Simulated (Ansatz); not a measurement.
Results of PBE0-D3(BJ) (PAW; Ansatz, a quantum-chemistry and plane-wave program) for fluorite HfO₂ (high-temperature phase).

Numerical settings: plane-wave cutoff 460 eV, 8×8×8 k mesh, Fermi–Dirac smearing 0.01 eV, scalar-relativistic PAW data made under PBE.

Properties against volume:

```json
[
 {"V (Å³/atom)": "10.074", "P (GPa)": "16.31", "direct gap at Γ (eV)": "7.203", "smallest gap on the k mesh (eV)": "6.356"},
 {"V (Å³/atom)": "10.340", "P (GPa)": "7.75", "direct gap at Γ (eV)": "7.129", "smallest gap on the k mesh (eV)": "6.282"},
 {"V (Å³/atom)": "10.605", "P (GPa)": "0.22", "direct gap at Γ (eV)": "7.055", "smallest gap on the k mesh (eV)": "6.209"},
 {"V (Å³/atom)": "10.744", "P (GPa)": "-3.36", "direct gap at Γ (eV)": "7.015", "smallest gap on the k mesh (eV)": "6.171"},
 {"V (Å³/atom)": "10.870", "P (GPa)": "-6.40", "direct gap at Γ (eV)": "6.979", "smallest gap on the k mesh (eV)": "6.137"},
 {"V (Å³/atom)": "11.135", "P (GPa)": "-12.22", "direct gap at Γ (eV)": "6.902", "smallest gap on the k mesh (eV)": "6.065"}
]
```

The fundamental gap (6.21 eV at the equilibrium volume, on the SCF mesh) lies elsewhere than Γ–Γ.

Note: symmetry holds this phase in the static calculation, where it need not be a minimum; held by symmetry at 0 K, a high-temperature phase can be a saddle point.

Spin–orbit coupling is not included.
